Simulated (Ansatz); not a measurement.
How the bulk modulus B0 of W2N (model structure, started from the CdI2 type, P-3m1, No. 164, 3 atoms in the cell) moves with the method

No measured value is used here.

```json
[
 {"level (code)": "LDA (Ansatz)", "value (GPa)": "371", "cell (Å³/atom)": "11.81"},
 {"level (code)": "PBE (Ansatz)", "value (GPa)": "330", "cell (Å³/atom)": "12.35"},
 {"level (code)": "PBEsol (Ansatz)", "value (GPa)": "356", "cell (Å³/atom)": "12.02"},
 {"level (code)": "r²SCAN (Ansatz)", "value (GPa)": "350", "cell (Å³/atom)": "12.18"}
]
```

The crystal itself was run without spin with LDA, PBE, PBEsol, r²SCAN; a magnetic state was not tried in these runs. Density-functional levels without +SOC have no spin–orbit coupling. LDA, PBE, PBEsol, r²SCAN: the run has no spin polarisation, so it can have missed a magnetic state. LDA, PBE, PBEsol, r²SCAN: the bulk modulus is −V dP/dV from two relaxed cells at ±2 % in volume. Each level is taken at its own relaxed cell. Cutoffs differ between the levels. Ansatz's density-functional and Hartree–Fock values are scalar-relativistic unless marked +SOC, with PAW data made under PBE.

A model structure was made by putting elements into a prototype or built by hand; it is no filed structure, need not be a known phase, and can be a saddle point held by its symmetry.

Ansatz is a first-principles code.
